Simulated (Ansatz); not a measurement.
Abridged Ansatz (a quantum-chemistry and plane-wave program) output:

```
Relaxation: its limit of steps is 50 (relax.max_steps)
Pseudopotential: Ca, paw, valence charge 10
Pseudopotential: O, paw, valence charge 6
Crystal: 2 atoms, lattice volume = 27.591 Å³
Basis set: ecut = 420 eV, 537 PW (Γ), exchange–correlation on 48×48×48 points (8 copies of the dense FFT grid, shifted against one another)
Bands: 12, of which v1, the nominal top of the filled ones, is band 8 counted from 1 (7 counted from 0)
Symmetry: 12 space group operations
k-points: 189 of 1728
Functional: x = pbesol(κ = 0.804, μ = 0.12345679012345678), c = pbesol(β = 0.046)
SCF iter   1: F=—  HF=-2358.112055 eV  |F-HF|=—  |Δ(HF+E_count)|=         —  Δρ=1.41e-2  dr2=4.87e-2  ethr=1.77e-3  ⟨swp⟩=7.0  Hψ=15969  notcnv=0
SCF iter   2: F=—  HF=-2358.105731 eV  |F-HF|=—  |Δ(HF+E_count)|=   6.32e-3  Δρ=1.12e-2  dr2=2.94e-2  ethr=3.05e-4  ⟨swp⟩=2.0  Hψ=5285  notcnv=0
SCF 1 converged in 7 iterations: F = -2358.098571 eV  dr2 = 1.94e-8
relax step   1: F+E_penalty+E_count = -2358.09857084 eV  Δ(F+E_penalty+E_count) = +0.000e0 eV  max|allowed force component| = 8.217e-30 eV/Å  Δτ_max = 0.0000 Å  P = -2.076 GPa  Ω = 27.591 Å³  fix = [a, b, gamma]  reactions: a -3.004, b -3.004 GPa  (7 SCF iters, dr2 threshold 1.00e-7 eV, accepted)
[... steps on the carried basis left out ...]
relax step   3: F+E_penalty+E_count = -2358.09867197 eV  Δ(F+E_penalty+E_count) = +3.282e-5 eV  max|allowed force component| = 5.916e-31 eV/Å  Δτ_max = 0.0000 Å  P = -1.961 GPa  Ω = 27.563 Å³  energy of the carried Pulay correction = +8.129e-5 eV  fix = [a, b, gamma]  reactions: a -2.942, b -2.942 GPa  (4 SCF iters, dr2 threshold 2.48e-8 eV, accepted)
Crystal: 2 atoms, lattice volume = 27.563 Å³
SCF iter   1: F=—  HF=-2358.098580 eV  |F-HF|=—  |Δ(HF+E_count)|=         —  Δρ=1.05e-5  dr2=7.40e-9  ethr=4.00e-6  ⟨swp⟩=2.6  Hψ=20906  notcnv=0
SCF iter   2: F=—  HF=-2358.098590 eV  |F-HF|=—  |Δ(HF+E_count)|=   1.06e-5  Δρ=6.66e-6  dr2=8.09e-9  ethr=4.62e-11  ⟨swp⟩=2.9  Hψ=4428  notcnv=0
SCF 4 converged in 6 iterations: F = -2358.098590 eV  dr2 = 3.28e-14
SCF converged after 6 iterations
Free energy (F): -2358.098590 eV
Internal energy: -2358.098590 eV  (E = F + TS)
E sigma→0 (E₀):  -2358.098590 eV
Fermi energy:    9.424512 eV
--- Forces (eV/Å), atoms counted from 1 ---
  atom   1  Ca    -0.00000000     0.00000000     0.00000000
  atom   2  O     -0.00000000    -0.00000000     0.00000000
--- Stress (GPa, compression-positive) ---
       -2.945295      -0.000000      -0.000000
       -0.000000      -2.945295       0.000000
       -0.000000       0.000000      -0.009561
  P = ⅓ Tr σ = -1.9667 GPa (-19.667 kbar)
--- Relaxed structure (3 steps of the walk, 3 accepted, 1 SCFs on fresh bases) ---
  cell:  # Å, volume = 27.5625 Å³
    - [3.4129918580861123, 2.8867459257388004e-11, 4.159503095231158e-11]
    - [1.7064959290180561, 2.9557376520264604, 2.0797488522298097e-11]
    - [1.706495929018091, -0.9852458839895752, 2.7322316452003648]
  atoms:
    - { symbol: Ca, position: [2.848096000665331e-36, 1.3574797641200076e-36, -5.363581190499554e-47] }
    - { symbol: O, position: [5.551115123125783e-17, 0.5, 0.5] }
```

Problem. What was computed, and what are the main results?

Solution. CaO, 2 atoms in the cell, with plane-wave PAW DFT at the PBEsol level (Ansatz, 420 eV), without spin-orbit coupling. The last SCF converged to F = -2358.098590 eV, or -1179.0493 eV per atom, at a pressure of -1.97 GPa. The total energy compares only with runs of the same code, potentials and settings.

The cells carry an imposed strain or load. Whether these cells are dynamically stable was not tested. The cell was made from CaO in the rock salt structure (space group Fm-3m, No. 225) by this change: biaxial strain +1.25 %, plane normal [111], relaxed out of plane.

Keys are those of Ansatz 0.2.
